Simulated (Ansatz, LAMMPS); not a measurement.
Si well of 9 atomic layers along [001] in random Si0.8Ge0.2, interfaces one step of a layer. Cell 16.58 × 16.58 × 49.54 Å, Si548Ge100, 648 atoms. Prepared with Tersoff's 1989 multicomponent potential (SiCGe.tersoff) run with LAMMPS: minimisation. 

Basis: localised support functions (accuracy medium) on a full density matrix. k-points: zone centre alone; occupations: Fermi-Dirac, 0.010 eV; spin polarisation not allowed. Spin-orbit coupling is left out.

**Question.** Estimate the gap and bonding that Ansatz (an electronic-structure program) with PBE, support functions at accuracy medium on the grid of 370 eV returns for this input.

**Answer.** 
- Kohn-Sham gap of the cell on its k-mesh: 0.49 eV
- weight of the highest filled level on the well: 0.23
- weight of the lowest empty level on the well: 0.76
- coordination (neighbours within 2.850 Å): 100.0 % 4-fold
- Ge-Ge bonds, mean ± spread: 2.465 ± 0.007 Å
- Ge-Si bonds, mean ± spread: 2.421 ± 0.007 Å
- Si-Si bonds, mean ± spread: 2.377 ± 0.006 Å
- bond angles, mean ± spread: 109.5° ± 0.9°
- pressure: -0.57 GPa
